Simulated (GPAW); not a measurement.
```yaml
crystal:
  lattice:
    - [2.80900, 0.00000, 0.00000]
    - [-1.40450, 2.43266, 0.00000]
    - [0.00000, 0.00000, 12.52954]
  atoms:
    - { symbol: Al, position: [0.66667, 0.33333, 0.25000] }
    - { symbol: Al, position: [0.33333, 0.66667, 0.75000] }
    - { symbol: Cr, position: [0.33333, 0.66667, 0.41494] }
    - { symbol: Cr, position: [0.66667, 0.33333, 0.58506] }
    - { symbol: Cr, position: [0.66667, 0.33333, 0.91494] }
    - { symbol: Cr, position: [0.33333, 0.66667, 0.08506] }
    - { symbol: C, position: [0.00000, 0.00000, 0.50000] }
    - { symbol: C, position: [0.00000, 0.00000, 0.00000] }
```

Method of the run: BLYP, LCAO dzp, GPAW PAW datasets BLYP (made by gpaw-setup) in GPAW.

The set-up and first iterations of a GPAW log for AlCr₂C (P6_3/mmc, 8 atoms in the cell):

```
Input parameters:
  basis: dzp
  convergence: {density: 1e-05}
  h: 0.2
  kpts: {gamma: True,
         size: (7, 7, 2)}
  maxiter: 120
  mode: lcao
  occupations: {name: methfessel-paxton,
                order: 1,
                width: 0.136}
  symmetry: {symmorphic: False,
             tolerance: 0.0005}
  xc: BLYP

species:
  Al:
    name: Aluminium
    Z: 13.0
    valence: 3
    core: 10
    charge: 0.0
    file: Al.BLYP.gz

    # LCAO basis set for Al:
    #   Name: dzp
    #   File: Al.dzp.basis.gz
    #   Number of radial functions: 5
    #   Number of spherical harmonics: 13
    #     l=0, rc=7.8750 Bohr: 3s-sz confined orbital
    #     l=1, rc=10.4219 Bohr: 3p-sz confined orbital
    #     l=0, rc=4.6094 Bohr: 3s-dz split-valence wave
    #     l=1, rc=6.2812 Bohr: 3p-dz split-valence wave
    #     l=2, rc=10.4219 Bohr: d-type Gaussian polarization
    #   Number of RI-basis functions 0

  Cr:
    name: Chromium
    Z: 24.0
   [... lines left out ...]

XC parameters: BLYP with 2 nearest neighbor stencil

Number of atoms: 8
Number of atomic orbitals: 112
Number of bands in calculation: 27
Number of valence electrons: 38
Bands to converge: occupied

Density initialized from atomic densities

           Cr

        Al

           Cr

       CCr

           Al

        Cr

       C

Atomic positions and initial magnetic moments

Positions:
   0 Al     1.404500    0.810887    3.132385    ( 0.0000,  0.0000,  0.0000)
   1 Al    -0.000001    1.621775    9.397156    ( 0.0000,  0.0000,  0.0000)
   2 Cr    -0.000001    1.621775    5.199008    ( 0.0000,  0.0000,  0.0000)
   3 Cr     1.404500    0.810887    7.330534    ( 0.0000,  0.0000,  0.0000)
   4 Cr     1.404500    0.810887   11.463779    ( 0.0000,  0.0000,  0.0000)
   5 Cr    -0.000001    1.621775    1.065763    ( 0.0000,  0.0000,  0.0000)
   6 C      0.000000    0.000000    6.264771    ( 0.0000,  0.0000,  0.0000)
   7 C      0.000000    0.000000    0.000000    ( 0.0000,  0.0000,  0.0000)

Unit cell:
           periodic     x           y           z      points  spacing
  1. axis:    yes    2.808997    0.000000    0.000000    12     0.2027
  2. axis:    yes   -1.404498    2.432662    0.000000    12     0.2027
  3. axis:    yes    0.000000    0.000000   12.529542    64     0.1958

  Lengths:   2.808997   2.808996  12.529542
  Angles:   90.000000  90.000000 119.999999

Effective grid spacing dv^(1/3) = 0.2102
     iter     time        total  log10-change:
                         energy   eigst   dens
iter:   1 --:--:--   -69.096388        c
iter:   2 --:--:--   -63.408680        c -0.73
iter:   3 --:--:--   -55.159736        c -0.84
iter:   4 --:--:--   -54.935891        c -1.26
iter:   5 --:--:--   -54.671158        c -1.30
iter:   6 --:--:--   -54.474908        c -1.43
iter:   7 --:--:--   -54.473175        c -1.88
iter:   8 --:--:--   -54.457805c       c -2.11
iter:   9 --:--:--   -54.453641        c -2.37
iter:  10 --:--:--   -54.453620c       c -3.19
iter:  11 --:--:--   -54.453553c       c -3.26
iter:  12 --:--:--   -54.453530c       c -3.40
iter:  13 --:--:--   -54.453524c       c -3.46
```

**Question.** Will this run converge, and how will it end?

**Answer.** The run converged in 29 iterations. Its thresholds were met; that alone does not show that basis and mesh suffice. It ends on: free energy E − TS (from the program's reference atoms) -54.4520 eV; Fermi level (on the code's own zero) 11.02 eV; largest force (vector length) 1.009 eV/Å. The log goes on:

```
iter:  14 --:--:--   -54.453529c       c -3.50
   [... 10 lines left out ...]
iter:  25 --:--:--   -54.453538c       c -4.60
iter:  26 --:--:--   -54.453539c       c -4.62
iter:  27 --:--:--   -54.453539c       c -4.83
iter:  28 --:--:--   -54.453540c       c -4.93
iter:  29 --:--:--   -54.453540c       c -5.05c
Converged after 29 iterations.

Dipole moment: (-0.532113, -0.921645, -4.003936) |e|*Ang

Energy contributions relative to reference atoms: (reference = -129634.915143)

Kinetic:         +2.966147
Potential:      -13.784960
External:        +0.000000
XC:             -44.178957
Entropy (-ST):   +0.004558
Local:           +0.541192
SIC:             +0.000000
--------------------------
Free energy:    -54.452020
Extrapolated:   -54.453540

Showing only first 2 kpts
 Kpt  Band  Eigenvalues  Occupancy
  0    17      9.92607    2.00000
  0    18     10.73484    2.01125
  0    19     10.73521    2.01135
  0    20     10.76895    2.02491

  1    17      9.91868    2.00000
  1    18     10.75143    2.01692
  1    19     10.75143    2.01692
  1    20     10.75180    2.01706

Fermi level: 11.02104

No gap
No difference between direct/indirect transitions
Energy (eV): -54.45354

Forces in eV/Ang:
  0 Al    0.00000    0.00000    0.00000
  1 Al   -0.00000   -0.00000    0.00000
  2 Cr   -0.00000   -0.00000   -1.00879
  3 Cr    0.00000   -0.00000    1.00879
  4 Cr    0.00000    0.00000   -1.00879
  5 Cr   -0.00000   -0.00000    1.00879
  6 C     0.00000    0.00000    0.00000
  7 C     0.00000    0.00000    0.00000
```

For comparison: a first run (DFT PBE, LCAO dzp, GPAW PAW datasets PBE (gpaw-data 1.0.1)) was changed to give this one (xc: PBE → BLYP; potentials: GPAW PAW datasets BLYP (made by gpaw-setup)), and from it to this one the largest force goes from 0.830 to 1.009 eV/Å.

The starting cell comes from a database of computed structures (which also holds hypothetical and non-ambient phases and stackings), without a prior relaxation at this level. Its lattice was rescaled by a random factor within 2.5 % of one. Spin polarisation is off. Values carry the incompleteness of an atom-centred basis. Forces in this geometry exceed 1 eV/Å.

The run was DFT BLYP, LCAO dzp, GPAW PAW datasets BLYP (made by gpaw-setup). Main settings of its input:

| key | value |
|---|---|
| mode | lcao |
| h | 0.2 Å |
| basis | dzp |
| xc | BLYP |
| kpts | 7 7 2 |
| mesh shift (steps) | 0 0 0 |
| occupations.name | methfessel-paxton |
| occupations.width | 0.136 eV |
| occupations.order | 1 |
| convergence.density | 1e-05 e/electron |
| symmetry.symmorphic | false |
| symmetry.tolerance | 0.0005 |
